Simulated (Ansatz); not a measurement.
**InSb (model structure, started from the WC type, P-6m2, No. 187, 2 atoms in the cell)**

Level of theory: PBEsol (plane waves, PAW; Ansatz, a quantum-chemistry and plane-wave program).

Numerical settings: plane-wave cutoff 500 eV, 12×12×10 k mesh (along the axes of the cell as run), Fermi–Dirac smearing 0.05 eV, scalar-relativistic PAW data made under PBE.

Cell (relaxed at this level):

```xyz
2
Lattice="4.1167 0.0000 0.0000 -2.0584 3.5652 0.0000 0.0000 0.0000 3.8286" Properties=species:S:1:pos:R:3 pbc="T T T"
In     0.0000     0.0000     0.0000
Sb     2.0584     1.1884     1.9143
```

| Property | Result |
|---|---|
| band gap | zero (no gap) |

Note: the relaxation could raise the start's symmetry but not lower it, so the cell can be a saddle point.

Spin–orbit coupling is not included.

A model structure was made by putting elements into a prototype or built by hand; it is no filed structure, need not be a known phase, and can be a saddle point held by its symmetry.
